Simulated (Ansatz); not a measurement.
Convergence study of the k-point mesh for TiTe2 (P3m1, 3 atoms in the cell)

```yaml
crystal:
  lattice:
    - [3.83568, 0.00000, 0.00000]
    - [-1.91784, 3.32180, 0.00000]
    - [0.00000, 0.00000, 6.73841]
  atoms:
    - { symbol: Ti, position: [0.00000, 0.00000, 0.00742] }
    - { symbol: Te, position: [0.66667, 0.33333, 0.74983] }
    - { symbol: Te, position: [0.33333, 0.66667, 0.25017] }
```

Method of the run: LDA (PW92), default PAW files made with PBE (plane waves; Ansatz, a first-principles code).

Base settings: basis.ecutwfc = 420 eV; kpoints.mp_grid.grid = 10 10 5; hamiltonian.xc = lda; hamiltonian.pseudopotentials = {kind: paw} (the program's default PAW files); scf.occupations.method = fermi_dirac; scf.occupations.width = 0.1 eV.

Only quantities that move along the ladder and can be compared are tabulated.

The count of work is k-points × plane waves × bands × iterations; it is no time. Core times come from one kind of shared machine, to one figure; runs under 30 s give none.

The starting cell comes from a database of computed structures (which also holds hypothetical and non-ambient phases and stackings), without a prior relaxation at this level. Its lattice was rescaled by up to half a per cent. One atom was moved a little off its site on purpose. Spin polarisation is off, so a magnetic state, if there is one, cannot be reached. In the base run, with a pressure of about -5 GPa the cell is away from its equilibrium volume at this level. Ansatz's pressure includes its estimate of the finite-basis (Pulay) stress.

| kpoints.mp_grid.grid | free energy less the last step's (meV/atom) | pressure (GPa) | largest difference of a force vector from the last step's (eV/Å) | count of work / last | core time / last (rough) |
|---|---|---|---|---|---|
| 2 2 1 | 315.56 | -4.51 | 0.571 | 0.0020 | – |
| 3 3 2 | 53.14 | -4.74 | 0.046 | 0.0046 | – |
| 4 4 2 | 16.48 | -4.89 | 0.003 | 0.0053 | – |
| 5 5 3 | 4.81 | -4.94 | 0.033 | 0.0079 | – |
| 6 6 3 | 0.01 | -4.99 | 0.056 | 0.011 | – |
| 7 7 4 | -1.29 | -4.96 | 0.032 | 0.019 | – |
| 8 8 4 | -1.41 | -4.95 | 0.019 | 0.023 | – |
| 9 9 4 | -1.28 | -4.96 | 0.016 | 0.028 | – |
| 10 10 5 | -0.73 | -4.95 | 0.009 | 0.038 | – |
| 11 11 5 | -0.57 | -4.95 | 0.009 | 0.045 | – |
| 12 12 6 | -0.20 | -4.94 | 0.004 | 0.066 | – |
| 13 13 7 | -0.01 | -4.94 | 0.001 | 0.083 | – |
| 14 14 7 | -0.02 | -4.94 | 0.001 | 0.095 | – |
| 17 17 9 | -0.01 | -4.94 | 0.002 | 0.17 | 0.2 |
| 19 19 10 | -0.01 | -4.94 | 0.001 | 0.24 | 0.2 |
| 21 21 11 | 0.00 | -4.93 | 0.000 | 0.31 | 0.3 |
| 24 24 12 | 0.01 | -4.93 | 0.000 | 0.44 | 0.5 |
| 26 26 13 | 0.00 | -4.94 | 0.000 | 0.55 | 0.5 |
| 29 29 15 | 0.00 | -4.94 | 0.000 | 0.77 | 0.8 |
| 32 32 16 | 0.00 | -4.94 | 0.000 | 1.0 | 1 |

Coarsest kpoints.mp_grid.grid that holds the pressure within 0.1 GPa of the last step, with all finer ones: 4 4 2, at 0.0053 of the last step's count of work; the step before is off by 0.20 GPa.

Coarsest kpoints.mp_grid.grid that holds the free energy within 1 meV/atom of the last step, with all finer ones: 10 10 5, at 0.038 of the last step's count of work; the step before is off by 1.3 meV/atom.

Coarsest kpoints.mp_grid.grid that holds the forces within 0.005 eV/Å of the last step, with all finer ones: 12 12 6, at 0.066 of the last step's count of work; the step before is off by 0.009 eV/Å.

Keys are those of Ansatz 0.2.
